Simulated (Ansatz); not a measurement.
## BaO, element substitutions

The reference is BaO in the rock salt structure (space group Fm-3m, No. 225; a = 5.574 Å).

Each row replaces one element on all its sites; cell and atoms are relaxed.

Calculations: Ansatz (a quantum-chemistry and plane-wave program) PBE, no spin-orbit coupling.

Notes on the quantities. hole mass: degenerate bands, along [100].

```csv
change,hole mass,volume per atom,band gap,electron mass
base,–,21.64 Å³,2.10 eV,"1.2 mₑ along k, 0.40 mₑ across (at X)"
Ba → Ca,"0.35, 2.9, 2.9 mₑ (at Γ)",14.09 Å³,3.66 eV,"1.4 mₑ along k, 0.44 mₑ across (at X)"
O → S,"0.23, 2.7, 2.7 mₑ (at Γ)",33.21 Å³,2.23 eV,"1.3 mₑ along k, 0.34 mₑ across (at X)"
Ba → Mg,"0.38, 2.2, 2.2 mₑ (at Γ)",9.62 Å³,4.46 eV,0.34 mₑ (at Γ)
```

Masses are band curvatures over ±0.01 Å⁻¹ around the edge. Along k means along the line from Γ to the band edge. Stability against distortions was not tested.
